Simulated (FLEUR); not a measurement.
Band structure of TmB₂ (P6/mmm, 3 atoms in the cell).

```
CELL_PARAMETERS angstrom
      3.31911     0.00000     0.00000
     -1.65955     2.87443     0.00000
      0.00000     0.00000     3.82698
ATOMIC_POSITIONS crystal
  Tm 0.00000 0.00000 0.00000
  B  0.33333 0.66667 0.50000
  B  0.66667 0.33333 0.50000
```
Moments meant for the start (each program seeds them in its own way; μB, in the order of the atoms Tm B B): 2.0 0.0 0.0.

Computed with FLEUR with LDA (Perdew-Zunger), all-electron FLAPW (FLEUR), scalar-relativistic valence.

Settings: Kmax = 3.8 1/bohr; GmaxXC = 15.2 1/bohr; xcFunctional = pz; jspins = 2; l_soc = F; mode = hist; fermiSmearingEnergy = 0.00999582 Htr; mesh (inpgen div1-3) = 8 8 6; inpgen gamma flag = true; Gmax = 15.2 1/bohr; numbands = 0; maxIterBroyd = 25; imix = Anderson; alpha = 0.05.

The starting cell comes from a database of computed structures (which also holds hypothetical and non-ambient phases and stackings), without a prior relaxation at this level. Its lattice was rescaled by a random factor within 2.5 % of one. Spin-orbit coupling is off. The f electrons are in the valence without U or exact exchange, which can misplace them near the Fermi level. Spin-orbit terms, which matter for f shells, are left out. Values depend on the basis (sphere radii, cutoffs, local orbitals), which need not be converged.

Levels in eV from the Fermi level, bands 12 to 19 of the first spin channel:
```csv
point,12,13,14,15,16,17,18,19
Γ,-1.14,-0.55,-0.55,-0.47,-0.32,5.71,6.22,6.22
M,-1.28,-1.26,-1.23,-0.62,-0.02,3.46,5.43,6.52
K,-1.29,-1.27,-1.25,-0.11,-0.11,3.95,3.95,6.18
A,-1.23,-1.14,0.71,0.71,3.09,3.09,3.74,3.74
L,-1.31,-1.29,-1.24,-1.23,-0.35,5.11,6.18,8.36
H,-1.29,-1.29,-1.25,-0.63,-0.63,6.32,7.97,8.44
```
